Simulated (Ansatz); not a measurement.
## Pd, response to strain

Take Pd in the fcc (Cu type) structure (space group Fm-3m, No. 225; a = 3.8777 Å; relaxed with 0.1 eV smearing) as the base. Axes: x, y, z lie along the cube axes.

Strains are applied to the cell and any free atomic positions relax; under biaxial strain the out-of-plane vector relaxes too.

Computed with PBEsol/PAW in Ansatz (a quantum-chemistry and plane-wave program), spin-orbit coupling left out.

Notes on the quantities. energy relative to the base: free energy F; pressure: mean of the normal stresses, compression positive.

```csv
variant,energy relative to the base,pressure,out-of-plane strain
base,0 meV/atom,0.0 GPa,–
"biaxial strain −2.50 %, plane normal [001], relaxed out of plane",+11 meV/atom,3.4 GPa,+3.64 %
"biaxial strain −1.50 %, plane normal [001], relaxed out of plane",+3.7 meV/atom,1.9 GPa,+2.19 %
"biaxial strain −1.00 %, plane normal [001], relaxed out of plane",+1.6 meV/atom,1.2 GPa,+1.46 %
"biaxial strain −0.50 %, plane normal [001], relaxed out of plane",+0.4 meV/atom,0.6 GPa,+0.73 %
"biaxial strain +0.50 %, plane normal [001], relaxed out of plane",+0.4 meV/atom,-0.5 GPa,-0.73 %
"biaxial strain +1.00 %, plane normal [001], relaxed out of plane",+1.4 meV/atom,-1.0 GPa,-1.47 %
"biaxial strain +1.50 %, plane normal [001], relaxed out of plane",?,-1.4 GPa,-2.21 %
"biaxial strain +2.50 %, plane normal [001], relaxed out of plane",+7.8 meV/atom,-2.1 GPa,-3.71 %
"biaxial strain +3.00 %, plane normal [001], relaxed out of plane",+11 meV/atom,?,-4.48 %
```

Task: Fill in the withheld entries from the trend.

Result: 
- biaxial strain +1.50 %, plane normal [001], relaxed out of plane, energy relative to the base: +3.0 meV/atom
- biaxial strain +3.00 %, plane normal [001], relaxed out of plane, pressure: -2.4 GPa

No phonon test of stability was made. All final runs are without spin polarisation.
